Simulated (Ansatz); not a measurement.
Cost and result by functional for the surface energy of the (20-23) surface of hcp Tl in its 1x1 cell, outermost plane spacing 0.20 Å in the ideal cut, in Ansatz (plane waves, PAW). Single points on the PBE structure, on one kind of machine; costs are rough ratios of the slab run's core time (references not counted) to the cheapest single point. r2SCAN's cost holds its higher cutoff (500 against 420 eV). Differences are taken against r2SCAN for comparison alone: no measured value is at hand, so the table doesn't rank accuracy.

Slab: 18 atoms, 9.8 Å thick at the start (thin: gaps and levels are the slab's own); k 11x3x1, smearing 0.1 eV, dipole-corrected; all atoms relaxed; held to the part of the start's symmetry that mesh and held atoms allow; no spin, no spin-orbit, no U. These notes are the PBE run's.

```csv
functional,relative cost,surface energy (J/m²),less r2SCAN (J/m²)
LDA,1,0.45,0.09
PBEsol,1,0.39,0.03
RPBE,1,0.18,-0.18
r2SCAN,2,0.36,0.00
PBE (the relaxed run's value),–,0.28,-0.08
```

The values span 0.27 J/m², while the single points' costs differ by a factor of roughly 2. Differences are of unrounded values.

Ansatz is an electronic-structure program.
